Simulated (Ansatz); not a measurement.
Base system: TaAl3 (space group I4/mmm, No. 139; a = 3.829 Å, c = 8.504 Å; relaxed with 0.1 eV smearing). Axes: x, y, z lie along a, b, c of the conventional cell.

The values are results of plane-wave PAW DFT at the PBEsol level (Ansatz, a first-principles code, 420 eV), spin-orbit coupling left out, not measurements.

Strains are applied to the cell and any free atomic positions relax.

One change was made to it. Results:

The shortest interatomic distance falls by 0.010 Å, from 2.708 Å to 2.698 Å; the energy goes up by 11 meV/atom.

Problem. Which of these changes matches the shifts?
A. uniaxial strain ε_xx = +1.35 %
B. tensor shear ε_xz = −2.27 %
C. uniaxial strain ε_yy = −1.65 %
D. uniaxial strain ε_xx = −2.84 %

Solution. B, tensor shear ε_xz = −2.27 %. For comparison, the shortest interatomic distance in the other runs: uniaxial strain ε_xx = +1.35 % gives 2.726 Å; uniaxial strain ε_yy = −1.65 % gives 2.685 Å; uniaxial strain ε_xx = −2.84 % gives 2.670 Å.

Stability against distortions was not tested. All final runs are without spin polarisation.
